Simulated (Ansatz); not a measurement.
System: W3Ru (model structure, started from the A15 type, Pm-3n, No. 223, 8 atoms in the cell). Method: r²SCAN in Ansatz (PAW).

Settings: plane-wave cutoff 560 eV, 12×12×12 k mesh, Fermi–Dirac smearing 0.05 eV, no spin polarisation, scalar-relativistic PAW data made under PBE.

Cell (relaxed at this level):

```xyz
8
Lattice="4.9809 0.0000 0.0000 0.0000 4.9809 0.0000 0.0000 0.0000 4.9809" Properties=species:S:1:pos:R:3 pbc="T T T"
W      1.2452     0.0000     2.4905
W      3.7357     0.0000     2.4905
W      0.0000     2.4905     1.2452
W      0.0000     2.4905     3.7357
W      2.4905     1.2452     0.0000
W      2.4905     3.7357     0.0000
Ru     0.0000     0.0000     0.0000
Ru     2.4905     2.4905     2.4905
```

Q: Give the computed bulk modulus B0.

A: 
bulk modulus B0: 319 GPa

Note: the run has no spin polarisation, so it can have missed a magnetic state; the bulk modulus is −V dP/dV from two relaxed cells at ±2 % in volume; the relaxation could raise the start's symmetry but not lower it, so the cell can be a saddle point.

Spin–orbit coupling is not included.

A model structure was made by putting elements into a prototype or built by hand; it is no filed structure, need not be a known phase, and can be a saddle point held by its symmetry.

Ansatz is a program for electronic structure.
